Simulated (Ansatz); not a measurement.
Take SiC (space group P6_3mc, No. 186; a = 3.094 Å, c = 10.129 Å) as the base.

Levels (all Ansatz, an electronic-structure program, PAW): PBE (420 eV, no spin-orbit coupling); PBE+SOC (420 eV, with spin-orbit coupling).

The geometry is relaxed with PBE.

PBE valence-band top at Γ: 0.00, 0.00, -0.05 eV
PBE width of the top valence band: 2.42 eV
PBE lowest conduction level above the VBM at special points: M 2.22 eV; L 2.63 eV; H 3.24 eV; K 3.97 eV
PBE gap character: indirect, Γ → M

With PBE+SOC at the same geometry, the valence-band top at Γ (three highest Kramers pairs, from the VBM) becomes 0.00, -0.01, -0.06 eV (PBE: 0.00, 0.00, -0.05 eV); the width of the top valence band hardly moves (2.42 eV against 2.43 eV); the lowest conduction level above the VBM at special points changes from M 2.22 eV; L 2.63 eV; H 3.24 eV; K 3.97 eV to M 2.22 eV; L 2.63 eV; H 3.23 eV; K 3.97 eV; the gap character stays indirect, Γ → M.

Single points use the geometry relaxed with PBE. Differences between runs with and without spin-orbit coupling are approximate. Whether these cells are dynamically stable was not tested.
